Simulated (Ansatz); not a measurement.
What uniaxial strain ε_zz = +0.50 % does to CuI

The reference is CuI in the zinc blende structure (space group F-43m, No. 216; a = 5.8619 Å). Axes: x, y, z lie along the cube axes.

Perturbation: uniaxial strain ε_zz = +0.50 %, all other strain components held at zero, atoms relaxed at fixed cell.

Calculations: LDA, PAW, 420 eV (Ansatz, a quantum-chemistry and plane-wave program; no spin-orbit coupling). Γ-centred 10×10×10 mesh, Fermi–Dirac width 0.05 eV.

Volume per atom: 25.30 Å³ (base 25.18 Å³)
Space group: I-4m2 (No. 119) (base F-43m (No. 216))
Shortest interatomic distance: 2.543 Å (base 2.538 Å)
Energy relative to the base (free energy F): +0.1 meV/atom
Pressure (mean of the normal stresses, compression positive): -2.8 kbar (base 0.0 kbar)
Band gap: 1.20 eV (base 1.22 eV)
Gap character: direct at Γ (base direct at Γ)
Electron mass: 0.14 mₑ (at Γ) (base 0.14 mₑ (at Γ))
Valence-band top at Γ (three highest levels, from the VBM): 0.00, 0.00, -0.01 eV (base 0.00, 0.00, 0.00 eV)
Valley order (the lowest conduction-band minima on the path, energy above the VBM, named in the base's zone): Γ 1.20 eV; L along [111] 2.11 eV; X along [010] 2.40 eV; X along [001] 2.43 eV (base Γ 1.22 eV; L along ⟨111⟩ 2.12 eV; X along ⟨100⟩ 2.41 eV)
Stress (xx, yy, zz, yz, xz, xy; compression positive): (-0.24, -0.24, -0.35, 0.00, 0.00, 0.00) GPa

Final structure:

```
CuI
1.0
    0.00000     2.93094     2.94560
    2.93094     0.00000     2.94560
    2.93094     2.93094     0.00000
Cu I
1 1
Cartesian
  0.00000   0.00000   0.00000
  1.46547   1.46547   1.47280
```

Spin-orbit coupling, missing from the scalar runs, can matter with I. Masses are band curvatures over ±0.01 Å⁻¹ around the edge. Whether these cells are dynamically stable was not tested. The final runs are not spin-polarised. Labels are those of the standard path for the cell's own space group.
